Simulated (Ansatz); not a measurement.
Consider Ga-vacancy pair (Ga on one host In site, one In site vacant) in zinc-blende InP, charge state -3. The step: a nearby In atom hops onto the vacant site (Ga-vacancy distance between ideal sites 4.21 Å throughout); the atom moves 3.90 Å along (0.46, 0.46, 0.00) of the unit cell; the moving atom starts with neighbours P at 2.57, 2 P at 2.61, P at 2.63 Å and ends with P at 2.56, 2 P at 2.62, P at 2.64 Å. DFT values are from Ansatz (plane-wave PAW, 420 eV unless said) in a cell of 64 host sites, spin-restricted, static, with no finite-size correction. The charge state is imposed; whether it is stable for some Fermi level was not computed. Forms of the defect that were not tried may lie lower. For the PBE band: the saddle point's order was not checked.

| Level | Forward barrier (eV) | Cost of the band or of the saddle's single point |
|---|---|---|
| CHGNet universal potential (has no charge state), its own band | 0.75 | - |
| PBE, one k-point at (0.250, 0.250, 0.250), band relaxed | 1.45 | around 2.4 core-hours (rough) |
| PBE, a 2×2×2 k-point mesh shifted by half a step, same geometries | 1.53 | roughly 6 core-minutes |
| r2SCAN at 500 eV, one k-point at (0.250, 0.250, 0.250), same geometries | 1.61 | about 3 core-minutes (a rough figure) |

Ansatz is a quantum-chemistry and plane-wave program.
